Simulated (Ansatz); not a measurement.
Consider F-vacancy pair (F on one host O site, one O site vacant) in monoclinic HfO2, charge state +3. The step: one O atom jumps into the vacancy from a nearby O site (F-vacancy distance between ideal sites 2.55 → 3.57 Å); the atom moves 1.80 Å along (0.02, -0.34, 0.03) of the unit cell; the moving atom starts with neighbours Hf at 2.07, Hf at 2.16, Hf at 2.31, Hf at 2.67; O at 2.54 Å and ends with F at 2.48; 2 Hf at 2.14, Hf at 2.27, Hf at 2.74; O at 2.72 Å. DFT values are from Ansatz (plane-wave PAW, 420 eV unless said) in a cell of 96 host sites, spin-restricted, static, with no finite-size correction. The charge state is imposed; whether it is stable for some Fermi level was not computed. Forms of the defect that were not tried may lie lower. The start lies 0.69 eV above the lowest site run (PBE). For the PBE band: the saddle point's order was not checked.

```json
[
 {"Level": "CHGNet universal potential (has no charge state), its own band", "Forward barrier (eV)": "0.30", "Cost of the band or of the saddle's single point": "-"},
 {"Level": "PBE, the Γ point alone, band relaxed", "Forward barrier (eV)": "0.18", "Cost of the band or of the saddle's single point": "very roughly 50 core-minutes"},
 {"Level": "PBE, a 2×2×2 k-point mesh shifted by half a step, same geometries", "Forward barrier (eV)": "0.19", "Cost of the band or of the saddle's single point": "very roughly 19 core-minutes"},
 {"Level": "r2SCAN at 500 eV, the Γ point alone, same geometries", "Forward barrier (eV)": "0.18", "Cost of the band or of the saddle's single point": "very roughly 4 core-minutes"}
]
```

Ansatz is a quantum-chemistry and plane-wave program.
